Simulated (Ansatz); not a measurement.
## Cu, response to strain

Start from Cu in the fcc (Cu type) structure (space group Fm-3m, No. 225; a = 3.564 Å; relaxed with 0.1 eV smearing). Axes: x, y, z lie along the cube axes.

Strains are applied to the cell and any free atomic positions relax.

The values are results of PBEsol (Ansatz, a program for electronic structure), no spin-orbit coupling, not measurements.

Notes on the quantities. energy relative to the base: free energy F; pressure: mean of the normal stresses, compression positive.

```tsv
variant	energy relative to the base	pressure	shortest interatomic distance
base	0 meV/atom	0.0 GPa	2.520 Å
tensor shear ε_xy = +2.00 %	?	?	?
tensor shear ε_xy = +1.43 %	+2.7 meV/atom	0.1 GPa	2.484 Å
tensor shear ε_xy = +1.14 %	+1.7 meV/atom	0.1 GPa	2.491 Å
tensor shear ε_xy = +1.71 %	+3.9 meV/atom	0.2 GPa	2.477 Å
tensor shear ε_xy = +0.57 %	+0.4 meV/atom	0.0 GPa	2.506 Å
tensor shear ε_xy = +0.86 %	+1.0 meV/atom	0.0 GPa	2.498 Å
tensor shear ε_xy = +0.29 %	+0.1 meV/atom	0.0 GPa	2.513 Å
```

**Question.** Some entries are withheld; estimate them.

**Answer.** 
- tensor shear ε_xy = +2.00 %, energy relative to the base: +5.4 meV/atom
- tensor shear ε_xy = +2.00 %, pressure: 0.3 GPa
- tensor shear ε_xy = +2.00 %, shortest interatomic distance: 2.470 Å

Stability against distortions was not tested. All final runs are without spin polarisation.
